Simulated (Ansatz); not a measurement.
Gap of a (4,0) ZnO nanotube at several levels, all on one geometry.

Levels: PBE (plane waves to 420 eV, PAW; Ansatz, a program for electronic structure); r2SCAN (plane waves to 500 eV, PAW; Ansatz); HSE06 run with Ansatz. Unmarked values and the geometry are of the first. Mesh 1×1×6. No spin polarisation. Isolated but for its images some 11 Å away. A hypothetical model, rolled from the flat sheet. Only distortions within the start's symmetry and period were free. HSE06 ran on a 1×1×4 mesh and at PBE's edge points.

| level | gap (eV) |
|---|---|
| PBE | 1.79 |
| r2SCAN | 2.16 |
| HSE06 | ___ |

Q: What belongs in the gaps?

A: 
- HSE06, gap (eV): 3.36
